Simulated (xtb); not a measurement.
xtb 6.7.1, GFN2-xTB: Ru(CO)5 anion, charge -1, multiplicity 2, 11 atoms. The geometry is a generated start, not checked to be a minimum at this level.

```json
{
 "method": "GFN2-xTB",
 "--acc": "1 (default)",
 "--etemp (K)": "300 (default)",
 "detailed input (--input)": "none: ANC optimiser, Lindh (1995) Hessian, microcycle=20, maxdispl=1.0, hlow=0.01 (default)",
 "basis_functions": "50",
 "valence_electrons": "59"
}
```

```xyz
11

Ru    -0.0006     0.0003    -0.0007
O      2.4520    -0.6567    -1.7268
C      1.5398    -0.4156    -1.0827
O      1.3547    -1.2719     2.3937
C      0.8384    -0.7999     1.4915
O     -1.3429     1.2825    -2.3957
C     -0.8348     0.8034    -1.4927
O     -2.3061    -2.0145     0.2139
C     -1.4488    -1.2636     0.1341
O     -0.1575     2.6643     1.5142
C     -0.0943     1.6718     0.9515
```

Charge -1 and multiplicity 2 are set for this test and not shown to be the ground state. GFN-xTB has no spin term: --uhf 1 sets the occupations alone.

The structure is relaxed from this start with --opt LEVEL for the levels crude, sloppy, loose, lax, normal, tight, vtight, extreme, once each. Up to the end of the extreme run atoms move by at most 1.3 Å along an axis.

**Question.** Choose the cheapest level whose final energy lies within 1 meV of that of extreme.

**Answer.** tight: 61 cycles against 109, ending 0.28 meV above.

```
level    cycles  energy above the extreme run (meV)  gradient norm (eV/Å)
-------  ------  ----------------------------------  --------------------
crude         3                                 770                  0.32
sloppy       29                                 8.5                  0.20
loose        29                                 8.5                  0.20
lax          33                                 7.0                 0.051
normal       33                                 7.0                 0.051
tight        61                                0.28                 0.021
vtight       84                               0.049                0.0086
extreme     109                                   —                0.0067
```
